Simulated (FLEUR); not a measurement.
Input and output of a self-consistent single point for ScAu₄ (I4/m, 5 atoms in the cell) (FLEUR).

Computed with PBEsol, all-electron FLAPW (FLEUR), scalar-relativistic valence.

The change in words: lattice scaled by 0.98. Reference geometry:
```yaml
crystal:
  lattice:
    - [-3.30473, 3.30473, 2.03300]
    - [3.30473, -3.30473, 2.03300]
    - [3.30473, 3.30473, -2.03300]
  atoms:
    - { symbol: Sc, position: [0.00000, 0.00000, 0.00000] }
    - { symbol: Au, position: [0.79718, 0.60235, 0.39953] }
    - { symbol: Au, position: [0.20282, 0.39765, 0.60047] }
    - { symbol: Au, position: [0.60235, 0.20282, 0.80517] }
    - { symbol: Au, position: [0.39765, 0.79718, 0.19483] }
```

Reference input (self-consistent single point, DFT, PBEsol, all-electron FLAPW (FLEUR), scalar-relativistic valence): Kmax = 4 1/bohr; GmaxXC = 16 1/bohr; xcFunctional = PBEs; jspins = 1; l_soc = F; mode = hist; fermiSmearingEnergy = 0.00367493 Htr; mesh (inpgen div1-3) = 6 6 6; inpgen gamma flag = true; Gmax = 16 1/bohr; numbands = 0; maxIterBroyd = 99. This run's input differs from it in these lines:

```diff
@@ -3,5 +3,5 @@
 &input film=f /
--6.2450346158 6.2450346158 3.8418132114
-6.2450346158 -6.2450346158 3.8418132114
-6.2450346158 6.2450346158 -3.8418132114
+-6.1201331676 6.1201331676 3.7649769471
+6.1201331676 -6.1201331676 3.7649769471
+6.1201331676 6.1201331676 -3.7649769471
 1.0
@@ -47,5 +47,5 @@
          <bravaisMatrix>
-            <row-1>   -6.2450346157999999     6.2450346157999999     3.8418132113999999</row-1>
-            <row-2>    6.2450346157999999    -6.2450346157999999     3.8418132113999999</row-2>
-            <row-3>    6.2450346157999999     6.2450346157999999    -3.8418132113999999</row-3>
+            <row-1>   -6.1201331675999997     6.1201331675999997     3.7649769471000001</row-1>
+            <row-2>    6.1201331675999997    -6.1201331675999997     3.7649769471000001</row-2>
+            <row-3>    6.1201331675999997     6.1201331675999997    -3.7649769471000001</row-3>
          </bravaisMatrix>
```

The program printed (abridged):

```
 Iteration:     1   Distance:      20.93512363 me/bohr^3
 Iteration:     2   Distance:      17.00898179 me/bohr^3
 Iteration:     3   Distance:       8.32924153 me/bohr^3
 Iteration:     4   Distance:       6.41058822 me/bohr^3
 Iteration:     5   Distance:       4.65357699 me/bohr^3
   [... 9 lines left out ...]
 Iteration:    15   Distance:       0.00017899 me/bohr^3
 Iteration:    16   Distance:       0.00012404 me/bohr^3
 Iteration:    17   Distance:       0.00006729 me/bohr^3
 Iteration:    18   Distance:       0.00000477 me/bohr^3
 Reset of history
 Run finished successfully
 Stop message:
   Structural relaxation: new displacements generated

[file out, last iteration]
             iter=     19
[...]
          total density-effective poten   -1.3554979135E+05
          total charge density-energy d   -1.4791394111E+03
 Updated energy parameters for spin:           1
[...]
 fermi energy and band-weighting factors:
   [... 5 lines left out ...]

[...]
FERMIE:
          first approx. to ef    (T=0)  :   0.437091 htr   (energy of the highest occ. eigenvalue)
          number of occ. states  (T=0)  :       1419
          first approx. to seigv (T=0)  : -33.655520 htr
          sum of weights of occ. states :  39.509259
          sum of semicore charge        :   0.000000 e
FERHIS:  Fermi-Energy by histogram:
          bandgap                     :   0.001172 htr
   [... lines left out ...]
          charge neutrality (T=0)     :   0.018519    (zero if the highest occ. eigenvalue is "entirely" occupied)
     EF_NEWTON:  Adjust Fermi-Energy by Newton-Method.
 Direct bandgap for spin            1 :    1.4590185489516350E-002  Htr
 ---->    free energy=                    -76934.0991206455 htr
   [... lines left out ...]
      extrapolation for T->0
 ---->    total electron energy=          -76934.0981219567 htr
 ***** TOTAL FORCES ON ATOMS *****
 TOTAL FORCE FOR ATOM TYPE=  1  X=  0.000   Y=  0.000   Z=  0.000
                       FX_TOT= 0.000000 FY_TOT= 0.000000 FZ_TOT= 0.000000
 TOTAL FORCE FOR ATOM TYPE=  2  X=  1.253   Y=  3.638   Z= -3.765
                       FX_TOT=-0.000904 FY_TOT= 0.001249 FZ_TOT= 0.000000
```

The run converged in 18 iterations. FLEUR gives forces in its relaxation mode, with a further iteration, so its stop message speaks of a relaxation. 

The starting cell comes from a database of computed structures (which also holds hypothetical and non-ambient phases and stackings), without a prior relaxation at this level. For this run, on top of that: lattice scaled by 0.98. Spin-orbit coupling is off. Values depend on the basis (sphere radii, cutoffs, local orbitals), which need not be converged. The log's line on a gap gives a spacing of levels on this mesh, which the program prints for metals too.

These are the values that this program gave, and no reference: the default basis lacks the next d shell.

Cost on one core of a shared machine: roughly 4 min.
